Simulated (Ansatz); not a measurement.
The starting structures come from a database of crystals and need not be the phases stable at ambient conditions.

 Where the default PAW files enter, the runs use the earlier of Ansatz's two default sets.

The decay constant κ of evanescent states in the gap governs leakage through a thin film.

Given:

```xyz
5
Lattice="4.5725 0.0000 0.0000 0.0000 7.2447 0.0000 2.2863 0.0000 3.9599" Properties=species:S:1:pos:R:3 pbc="T T T"
Mg     0.0000     0.0000     0.0000
Mg     2.2863     4.5887     1.3200
Mg     4.5725     2.6561     2.6399
Sb     2.2863     1.6527     1.3200
Sb     4.5725     5.5920     2.6399
```

Space group of this cell: P-3m1. The cell is taken as given; by LDA its mean pressure is -2.1 GPa.

Transport runs along the normal of the first two printed cell vectors, the (100) plane of the conventional cell.

The gap is the functional's own, uncorrected, and κ follows it; spin-orbit coupling is left out. Mid-gap values are interpolated between the computed energies.

Problem. Estimate the band gap and the smallest decay constant κ at mid-gap that LDA (Ansatz, a first-principles code) returns for this system.

Solution. Gap 0.22 eV on a 8×4×8 mesh; κ = 0.062 1/Å, at (0.375, 0.250) of the in-plane reciprocal vectors. At the zone centre, at the nearest computed energy, the slowest state has κ = 0.08 1/Å.
